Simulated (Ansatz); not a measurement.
The starting structures come from a database of crystals and need not be the phases stable at ambient conditions.

By PBEsol, the system below comes out a metal.

Consider the following.

```
CELL_PARAMETERS angstrom
      4.38230     0.00000     0.00000
     -2.19115     3.79518     0.00000
      0.00000     0.00000     5.53421
ATOMIC_POSITIONS crystal
  Bi 0.33333 0.66667 0.25000
  Bi 0.66667 0.33333 0.75000
  Pt 0.00000 0.00000 0.50000
  Pt 0.00000 0.00000 0.00000
```

Space group of this cell: P6_3/mmc, NiAs type. The cell is taken as given; by PBEsol its mean pressure is -2.1 GPa.

The current flows along the normal of the first two printed cell vectors, the (001) plane of the conventional cell. No spin-orbit coupling; the value is a mean over 0.1 eV about the Fermi level.

Q: State the ballistic conductance per area according to PBEsol (Ansatz, an electronic-structure program).

A: 0.69 × 10¹⁵ S/m² for both spins.
